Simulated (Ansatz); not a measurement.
**N on the 1x1 (110) surface of zinc-blende InP (cut with top plane In + P), one in a 1x1 cell, started at the site 'hollow P'**

Host crystal: zinc-blende InP, with a band gap (PBE, scalar-relativistic without spin-orbit coupling).

Calculation: PBE (plane waves to 420 eV, PAW; Ansatz, a first-principles code).

Model: 11-atom slab, 8.9 Å thick at the start under the adsorbate (thin: gaps and levels are the slab's own), 6x4x1 mesh, Fermi-Dirac 0.01 eV, dipole correction, 4 atoms held, the rest relaxed; symmetry of the start imposed; spin-polarised, ending with about 0.8 μB a cell, a value that depends on the mesh; orders that need a larger cell were not tried, no spin-orbit, no U, no dispersion correction. The slab shows no gap over 0.04 eV on its mesh. At the end it is bonded to P. In PBE it is, or lies within 0.03 eV of, the lowest of the starts that converged.

```
Item                                                                                                                                                                                 Result
----------------------------------------------------------------------------------------------------  -------------------------------------------------------------------------------------
energy of the end state, in which the adsorbate broke or entered a bond of the host, against ½ N2(g)                                                                                1.84 eV
work function of the top face                                                                                                                                                       4.46 eV
change of the step from the bottom to the top vacuum level, against the clean slab                                                                                                 -0.18 eV
energy released by relaxation                                                                                                                                                       2.03 eV
height of the binding atom over the mean of the host atoms within 0.3 Å of the top one                                                                                             -0.014 Å
largest move of a host atom                                                                                                                                                          1.72 Å
caution                                                                                               the host itself rearranges in this cell, so the energy holds part of a reconstruction
cost                                                                                                                                                           very roughly 29 core-minutes
```

A negative adsorption energy means that the adsorbate is more stable on the surface than in its reference.
